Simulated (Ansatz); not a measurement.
Take Be in the bcc (W type) structure (space group Im-3m, No. 229; a = 2.493 Å; a cell from a computed database, its experimental status unchecked) as the base. Axes: x, y, z lie along the cube axes.

The values are results of PBEsol (Ansatz, a program for electronic structure, PAW, no SOC), not measurements.

It is then changed as follows: a free-standing slab of 4 layers (4 atoms, 1 a layer) is cut normal to [110], with 15 Å of vacuum and the in-plane cell held at bulk.

Problem. Predict the new excess energy per area of both faces.

Solution. The excess energy per area of both faces (slab less bulk energy over the cell's area: twice a surface energy) is 2.6 J/m² (uncertain by up to 0.1 J/m²).

Problem. What does the calculation give for the change of the spacing d12 from its bulk value of 1.763 Å after the change?

Solution. The change of the spacing d12 from its bulk value of 1.763 Å amounts to +0.9 %.

The excess energy carries the mismatch between the slab's and the bulk's meshes. Stability against distortions was not tested. This is not the structure that Be has at room temperature and ambient pressure.
